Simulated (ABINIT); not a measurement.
A self-consistent single point of KCrCl3 (P4mm, 5 atoms in the cell) with ABINIT.

Level of theory: PBEsol, norm-conserving pseudopotentials (PseudoDojo nc-sr-04 PBEsol standard) (plane waves; ABINIT).

The change in words: lattice scaled by 0.98. Reference geometry:
```
KCrCl3
1.0
    4.97792     0.00000     0.00000
    0.00000     4.97792     0.00000
    0.00000     0.00000     4.97062
K Cr Cl
1 1 3
Cartesian
  0.00000   0.00000   4.95452
  2.48896   2.48896   2.41110
  2.48896   0.00000   2.41254
  0.00000   2.48896   2.41254
  2.48896   2.48896   4.89626
```
Moments meant for the start (each program seeds them in its own way; μB, in the order of the atoms K Cr Cl Cl Cl): 0.0 3.0 0.0 0.0 0.0.

Reference input (self-consistent single point, DFT, PBEsol, plane waves, norm-conserving pseudopotentials (PseudoDojo nc-sr-04 PBEsol standard)): pseudos = [K.upf, Cr.upf, Cl.upf]; ecut = 47 Ha; nsppol = 2; occopt = 3; tsmear = 0.136 eV; ngkpt = 5 5 5; nshiftk = 1; shiftk = 0 0 0; potentials = PseudoDojo nc-sr-04 PBEsol standard; nband = 31; kptopt = 1; nstep = 50. This run's input differs from it in these lines:

```diff
@@ -5,5 +5,5 @@
 rprim
-         9.4069054703    0.0000000000    0.0000000000
-         0.0000000000    9.4069054703    0.0000000000
-         0.0000000000    0.0000000000    9.3931104696
+         9.2187681168    0.0000000000    0.0000000000
+         0.0000000000    9.2187681168    0.0000000000
+         0.0000000000    0.0000000000    9.2052490161
 natom 5
@@ -13,7 +13,7 @@
 xcart
-         0.0000000000    0.0000000000    4.9545151912
-         2.4889600000    2.4889600000    2.4110986434
-         2.4889600000    0.0000000000    2.4125401232
-         0.0000000000    2.4889600000    2.4125401232
-         2.4889600000    2.4889600000    4.8962595248
+         0.0000000000    0.0000000000    4.8554252861
+         2.4391810000    2.4391810000    2.3628768646
+         2.4391810000    0.0000000000    2.3642895149
+         0.0000000000    2.4391810000    2.3642895149
+         2.4391810000    2.4391810000    4.7983347283
       Angstrom
```

The program printed (abridged):

```
--- !BeginCycle
solver: {iscf: 7, nstep: 50, nline: 4, wfoptalg: 0, }
tolerances: {toldfe: 1.00E-09, }
...

     iter   Etot(hartree)     deltaE(h) residm    vres2    magn
 ETOT  1  -166.94670635353    -1.67E+02 1.28E-01 1.31E+04 2.056
 ETOT  2  -154.83140609366     1.21E+01 7.88E-02 1.85E+05 0.400
 ETOT  3  -168.20372019241    -1.34E+01 6.30E-02 1.95E+02 3.667
 ETOT  4  -168.22146956581    -1.77E-02 2.53E-02 8.49E+01 3.838
 ETOT  5  -168.22432091956    -2.85E-03 4.83E-03 8.85E+01 3.990
   [... 6 lines left out ...]
 ETOT 12  -168.22822175176    -9.10E-09 2.12E-03 3.57E-05 4.000
 ETOT 13  -168.22822175372    -1.97E-09 2.29E-04 8.76E-06 4.000
 ETOT 14  -168.22822175406    -3.34E-10 5.15E-04 1.49E-06 4.000
 ETOT 15  -168.22822175411    -5.43E-11 1.72E-04 3.21E-07 4.000
 At SCF step   15, etot is converged :
  for the second time, diff in etot=  5.426E-11 < toldfe=  1.000E-09

 Cartesian components of stress tensor (hartree/bohr^3)
  sigma(1 1)= -6.99793661E-07  sigma(3 2)=  0.00000000E+00
  sigma(2 2)= -6.99793661E-07  sigma(3 1)=  0.00000000E+00
  sigma(3 3)= -3.44439255E-06  sigma(2 1)=  0.00000000E+00

 Integrated electronic and magnetization densities in atomic spheres:
 Radius=ratsph(iatom), smearing ratsm=  0.0000. Diff(up-dn)=approximate z local magnetic moment.
 Atom    Radius    up_density   dn_density  Total(up+dn)  Diff(up-dn)
    1   2.00000     3.457490     3.456810      6.914300     0.000680
    2   2.00000     7.548821     4.213484     11.762305     3.335337
    3   2.00000     2.542832     2.528984      5.071816     0.013848
   [... lines left out ...]
 Total magnetization (from the atomic spheres):             3.377825
 Total magnetization (exact up - dn):                       3.999986
 Fermi (or HOMO) energy (hartree) =   0.16466   Average Vxc (hartree)=  -0.33929
   [... lines left out ...]
total_energy        : -1.68228221754112E+02
total_energy_eV     : -4.57772271823633E+03
band_energy         : -1.92231215449756E+01
...

-Cartesian components of stress tensor (GPa)         [Pressure=  4.7505E-02 GPa]
- sigma(1 1)= -2.05886369E-02  sigma(3 2)=  0.00000000E+00
- sigma(2 2)= -2.05886369E-02  sigma(3 1)=  0.00000000E+00
- sigma(3 3)= -1.01337510E-01  sigma(2 1)=  0.00000000E+00

 Calculation completed.
```

The run converged in 15 iterations. Against the reference run the free energy goes down by 10.0 meV/atom, the pressure goes from -2.15 to 0.05 GPa, the largest force goes from 0.014 to 0.026 eV/Å and the size of the net moment stays at 0.80 μB/atom.

The starting cell comes from a database of computed structures (which also holds hypothetical and non-ambient phases and stackings), without a prior relaxation at this level. For this run, on top of that: lattice scaled by 0.98. With one magnetic atom in the cell only a parallel order is possible.

Cost on one core of a shared machine: roughly 8 min.
